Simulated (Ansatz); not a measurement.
We consider CdTe (P6₃mc, No. 186, 4 atoms in the cell; start mp-12779; a measured phase of this formula has another space group), described by HSE06 (PAW; Ansatz, a first-principles code).

Input file:

Ansatz 0.2 input:
```yaml
crystal:
  lattice:
    - [4.582868022, 0.0, 0.0]
    - [-2.291434011, 3.9688801292, 0.0]
    - [0.0, 0.0, 7.5169217943]
  atoms:
    - { symbol: Cd, position: [0.3333333333, 0.6666666667, 0.0002937675] }
    - { symbol: Cd, position: [0.6666666667, 0.3333333333, 0.5002937675] }
    - { symbol: Te, position: [0.3333333333, 0.6666666667, 0.3747062325] }
    - { symbol: Te, position: [0.6666666667, 0.3333333333, 0.8747062325] }
basis:
  ecutwfc: 460
  ecutrho_ratio: 4
  xc_grid: 2
kpoints:
  mp_grid: { grid: [6, 6, 4] }
hamiltonian:
  xc: hse06
  dispersion: none
  pseudopotentials: { azcp: { folder: ./paw }, kind: paw }
scf:
  occupations: { method: fermi_dirac, width: 0.01 }
  convergence: { dr2_threshold: 0.0000000004 }
output:
  forces: true
  stress: true
  eigenvalues: true
```

From the output:

```
WARN output.stress: scf.exx.energy_threshold = 1e-6 eV is looser than the 4e-8 eV advised for a stress under a hybrid functional (1e-8 eV for each atom of the …
Crystal: 4 atoms, lattice volume = 136.724 Å³
Basis set: ecut = 460 eV, 3027 PW (Γ), exchange–correlation on 72×72×108 points (8 copies of the dense FFT grid, shifted against one another)
Bands: 44, of which v1, the nominal top of the filled ones, is band 36 counted from 1 (35 counted from 0)
Symmetry: 12 space group operations
Space group: P63mc (ITA 186), of the structure as read, at distance tolerance 5.2e-5 Å
k-points: 21 of 144 (time reversal used)
Initial density: superposition of atomic densities (chi_scale 0.1, normalization cell, long waves kept (reshape's long-wave potential 0.00 eV rms))
SCF iter   1: F=—  HF=-30470.978640 eV  |F-HF|=—  |Δ(HF+E_count)|=         —  Δρ=2.08e-2  dr2=4.10e-1
SCF iter   2: F=—  HF=-30470.928991 eV  |F-HF|=—  |Δ(HF+E_count)|=   4.96e-2  Δρ=8.84e-3  dr2=8.71e-2
  ...
Crystal: 4 atoms, lattice volume = 136.724 Å³
Initial density: handed on by an earlier stage of this run
Crystal: 4 atoms, lattice volume = 136.724 Å³
SCF iter   6: F=—  HF=-30487.580395 eV  |F-HF|=—  |Δ(HF+E_count)|=   4.63e-9  Δρ=4.23e-7  dr2=4.14e-10
SCF iter   7: F=-30487.580395 eV  HF=-30487.580395 eV  |F-HF|=0.00e0  |Δ(HF+E_count)|=  1.67e-10  Δρ=3.11e-8  dr2=1.24e-11
SCF 3 converged in 7 iterations: F = -30487.580395 eV  dr2 = 1.24e-11
Free energy (F): -30487.580395 eV
Internal energy: -30487.580395 eV  (E = F + TS)
E sigma→0 (E₀):  -30487.580395 eV
Fermi energy:    7.756977 eV
--- Stress (GPa, compression-positive) ---
        1.471172       0.000000       0.000000
        0.000000       1.471172       0.000000
        0.000000       0.000000       1.427929
  P = ⅓ Tr σ = 1.4568 GPa (14.568 kbar)
```

The PAW data were made under PBE.

Note: cell and atoms aren't relaxed at this level (pressure 1.5 GPa).

The result took very roughly 6 core-minutes.

A start named mp-… is a Materials Project structure, which need not be a measured phase.
